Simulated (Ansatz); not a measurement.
Li (Im-3m), Ansatz (an electronic-structure program) with LDA, DFPT electron-phonon coupling, linearised Boltzmann equation: Condition of this run: functional LDA. phonon-limited resistivity 13.2 μΩ·cm at 300 K, Drude plasma energy 6.79 eV.

Task: What is the classical skin depth at 100 GHz (nonmagnetic, μ₀ = 1.257×10⁻⁶ H/m)?

Result: δ = √(ρ/(π f μ₀)) = 578 nm.

Task: What Drude relaxation time do resistivity and plasma energy imply?

Result: ω_p = 1.03e16 s⁻¹, so τ = 1/(ε₀ ω_p² ρ) = 8.04 fs, a damping ħ/τ of 81.9 meV.

A metal at this level (no band gap). Only scattering by harmonic phonons is included (no impurities, grain boundaries, electron-electron scattering or thermal expansion). Spin-orbit coupling is left out. The squared frequency of the phonon mode least converged on the k mesh is uncertain by about 21 %. Halving the electron mesh (36x36x36) moves the resistivity by up to 1 % at 300 K. Smearing 0.20 eV; phonons on a 6x6x6 q mesh, which this run doesn't test.
